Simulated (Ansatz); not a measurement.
Amorphous Hf₁₈O₃₉Al₂, 59 atoms at 8.56 g/cm³, one PBE-relaxed geometry, zone centre. Methods: PBE, scalar-relativistic without spin-orbit coupling (Ansatz, a program for electronic structure); r2SCAN, scalar-relativistic without spin-orbit coupling (Ansatz); HSE06, scalar-relativistic without spin-orbit coupling (Ansatz). Plane waves to 420 eV (r2SCAN 500 eV); exact exchange is cut at the cell's faces. At PBE the levels at the filled edge of the gap are localised (band-tail or defect states), and the nearest spread-out levels lie 4.4 eV apart at the zone centre. All rungs ran without spin polarisation.

The cell was made by melting and quenching with the CHGNet potential and then relaxed with DFT. O atoms were pushed apart under 1.9 Å during the dynamics, to hinder bonds among them. The hot cell started wider than the set density and was brought back towards it in steps. It is the lowest in DFT energy of 2 quenches. It is a model cell: composition and starting density were chosen by hand, and all elements were melted together. No dispersion term was used. Its density started from a set value of 8.56 and ended at 8.56 g/cm³. Cooling (nominally 450 K/ps over its main leg) ran many orders faster than in experiment, which tends to leave more defects and strain. One small periodic cell is one sample of the glass; other quenches scatter about these values. The volume was held where the preparation left it and the shape relaxed, at a PBE pressure of 0.4 GPa.

The relaxation ran on the zone centre alone. At PBE the level gap is 4.05 eV on a 2×2×2 Γ-centred mesh, and the spacing at the zone centre alone 4.07 eV.

Task: What zone-centre spacing does r2SCAN give, roughly?

Result: 4.51 eV (+0.45 eV against PBE).

Task: What zone-centre spacing does HSE06 give, roughly?

Result: 5.63 eV (+1.56 eV against PBE).

The highest filled and the lowest empty state spread over these numbers of atoms (participation numbers): PBE: 4.1 and 20.2; r2SCAN: 3.9 and 18.9; HSE06: 3.8 and 20.8.
